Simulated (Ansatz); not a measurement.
Consider a 16-atom cell of (Nb,Ta)N started in the rock salt structure, site fractions Nb 0.250, Ta 0.750, short-range order -0.11 in the first shell of the mixed sites (0 is random, a negative value favours unlike neighbours), space group Cmmm at the end, an ordered arrangement that its symmetry holds. Its start:

```xyz
16
Lattice="0.0000 4.4296 4.4296 4.4296 0.0002 4.4294 4.4296 4.4294 0.0002" Properties=species:S:1:pos:R:3 pbc="T T T"
Ta     0.0000     0.0000     0.0000
Nb     2.2148     2.2147     0.0001
Nb     2.2148     0.0001     2.2147
Ta     4.4296     2.2148     2.2148
Ta     0.0000     2.2148     2.2148
Ta     2.2148     4.4295     2.2149
Ta     2.2148     2.2149     4.4295
Ta     4.4296     4.4296     4.4296
N      2.2148     2.2715     2.2715
N      4.3729     4.4295     2.2149
N      4.3729     2.2149     4.4295
N      6.6444     4.4863     4.4863
N      2.2148     4.3729     4.3729
N      4.4864     6.6443     4.4297
N      4.4864     4.4297     6.6443
N      6.6444     6.5877     6.5877
```

The mixing enthalpy is taken against the end members in the rock salt type (which need not be the stable form of NbN and TaN), relaxed in the same cell and mesh, with NbN and TaN held in the symmetric form, which may not be a minimum.

Level of theory: PBE (plane waves to 420 eV, PAW; Ansatz, a first-principles code). Scalar-relativistic, without spin–orbit coupling; the runs are not spin-polarised. Its k-point mesh 5×5×5, Fermi–Dirac width 0.05 eV.

| end member | weight | volume per atom (Å³) |
|---|---|---|
| NbN | 0.250 | 10.81 |
| TaN | 0.750 | 10.77 |

Task: Predict the alloy's volume, bond lengths and mixing enthalpy.

Result: 
| Item | Result |
|---|---|
| volume per atom | 10.79 Å³ |
| N–Ta bonds | 2.201 Å on average, from 2.185 to 2.210 (36) |
| N–Nb bonds | 2.234 Å on average, from 2.233 to 2.235 (12) |
| mixing enthalpy per site of the mixed sublattice | -19 meV |
| departure of the mean lattice parameter from Vegard's line | under 0.15 %, inside the noise of the relaxations |
